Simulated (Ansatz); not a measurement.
Results of r²SCAN (PAW; Ansatz, a quantum-chemistry and plane-wave program) for Ti2AlC (P6₃/mmc, No. 194; cell taken from a computed entry).

Run with plane-wave cutoff 600 eV, 24×24×4 k mesh (along the axes of the cell as run), Fermi–Dirac smearing 0.049 eV (set by the program), no spin polarisation, scalar-relativistic PAW data made under PBE.

Cell (relaxed at this level):

AlTi2C has the hexagonal space group P6₃/mmc (No. 194), Pearson symbol hP8. Cell: a = b = 3.055 Å, c = 13.714 Å, α = β = 90.00°, γ = 120.00°. Ti on 4f has 3 C at 2.103 Å and 3 Al at 2.885 Å and 3 Ti at 2.891 Å and 6 Ti at 3.055 Å. Al on 2d is surrounded by 6 Ti at 2.885 Å. C on 2a has 6 Ti at 2.103 Å (octahedral). (Neighbours: up to the widest gap in distance over summed covalent radii, below 1.35, at either atom; cation-cation and far metal-metal contacts left out.)

Task: Predict the Voigt–Reuss–Hill bulk modulus, polycrystal shear modulus (Hill average), Young modulus and Poisson ratio.

Result: 
- Voigt–Reuss–Hill bulk modulus: 147 GPa
- polycrystal shear modulus (Hill average): 124 GPa
- Young modulus: 290 GPa
- Poisson ratio: 0.170

Note: the relaxation could not lower the start's symmetry, so the cell can be a saddle point above a distorted one.

Elastic constants are with the ions relaxed.

The computed numbers hold no vibrational or temperature effects.

Computing time: roughly 90 core-minutes.
